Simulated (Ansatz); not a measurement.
The starting structures come from a database of crystals and need not be the phases stable at ambient conditions.

Tunnelling through a barrier is set by its complex band structure: the current falls as exp(−2κd) with the smallest κ.

```xyz
14
Lattice="6.9005 0.0000 0.0000 2.9390 6.9416 0.0000 2.6966 -1.1417 5.3517" Properties=species:S:1:pos:R:3 pbc="T T T"
K      3.6862     4.7624     2.6357
K      8.8500     1.0375     2.7161
K      5.1606     0.7795     4.5201
K      7.3756     5.0203     0.8317
W      6.9190     4.4207     4.4108
W      5.6172     1.3792     0.9409
O      6.3502     5.7114     3.3099
O      6.1860     0.0884     2.0418
O      7.5929    -0.5073     4.8340
O      4.9433     6.3071     0.5177
O      6.9991     2.4171     0.4660
O      5.5371     3.3828     4.8857
O      8.2057     3.4994     3.5660
O      4.3305     2.3005     1.7858
```

The cell is taken as given; by r2SCAN it stands under a pressure of -1.4 GPa.

Transport runs along the normal of the first two printed cell vectors.

The gap is the functional's own. No spin-orbit coupling. Mid-gap values are those at the computed energy nearest the middle.

### Question
Compute, with Ansatz (an electronic-structure program) with r2SCAN, the band gap and the smallest decay constant κ at mid-gap.

### Answer
Gap 5.21 eV on a 6×6×6 mesh; κ = 0.525 1/Å, at the zone centre.
